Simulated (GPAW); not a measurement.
Band structure of SrTe (Fm-3m, 2 atoms in the cell).

```
CELL_PARAMETERS angstrom
      0.00000     3.39443     3.39443
      3.39443     0.00000     3.39443
      3.39443     3.39443     0.00000
ATOMIC_POSITIONS crystal
  Sr 0.00000 0.00000 0.00000
  Te 0.50000 0.50000 0.50000
```

Method of the run: PBE, GPAW PAW datasets PBE (gpaw-data 1.0.1) (plane waves; GPAW).

Settings: mode = pw; ecut = 600 eV; xc = PBE; kpts = 9 9 9; mesh shift (steps) = 0 0 0; occupations.name = fermi-dirac; occupations.width = 0 eV; nbands = -8; convergence.forces = 0.001 eV/Å; convergence.bands = -6; symmetry.symmorphic = false; symmetry.tolerance = 0.0005; maxiter = 120; bandpath_npoints = 40.

The starting cell comes from a database of computed structures (which also holds hypothetical and non-ambient phases and stackings), without a prior relaxation at this level. Its lattice was rescaled by a random factor within 2.5 % of one. Spin-orbit coupling is off.

Problem. Predict the gap along the standard path and the places of the band edges.

Solution. The gap along the path is 1.87 eV, from Γ to X; the smallest direct gap on it is 2.57 eV.

Levels in eV from the top of the valence band on the SCF mesh, bands 5 to 12:
```tsv
point	5	6	7	8	9	10	11	12
Γ	-9.78	0.00	0.00	0.00	2.62	3.36	3.36	3.36
X	-9.37	-1.86	-0.70	-0.70	1.87	3.73	4.79	5.90
W	-9.29	-1.46	-1.46	-1.39	3.94	3.94	4.36	5.56
K	-9.30	-1.67	-1.62	-0.87	2.88	4.76	5.43	5.54
L	-9.24	-2.63	-0.97	-0.97	3.82	5.09	5.28	5.28
U	-9.30	-1.67	-1.62	-0.87	2.88	4.76	5.43	5.54
```
